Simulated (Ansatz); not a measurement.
# CdTe in the zinc blende structure (space group F-43m, No. 216)

```
CELL_PARAMETERS angstrom
      0.00000     3.30901     3.30901
      3.30901     0.00000     3.30901
      3.30901     3.30901     0.00000
ATOMIC_POSITIONS crystal
  Cd 0.00000 0.00000 0.00000
  Te 0.25000 0.25000 0.25000
```

Method: PBE, PAW, 420 eV (Ansatz, a program for electronic structure; no SOC). Settings: 9×9×9 k-points, 0.05 eV Fermi–Dirac smearing.

```json
{
 "volume_per_atom": "36.23 Å³",
 "density": "5.50 g/cm³",
 "band_gap": "0.59 eV, direct at Γ",
 "electron_mass": "0.053 mₑ",
 "Hole mass (degenerate bands, along [100])": "0.054, 0.57, 0.57 mₑ",
 "Lowest conduction-band minima above the VBM": "Γ 0.59 eV; L along ⟨111⟩ 1.76 eV",
 "total_energy": "-7617.670 eV/atom (σ→0; compares only within this code and set-up)"
}
```

With Te present, leaving out spin-orbit coupling can change the band edges. Effective masses come from finite differences of ±0.01 Å⁻¹. No phonon test of stability was made.
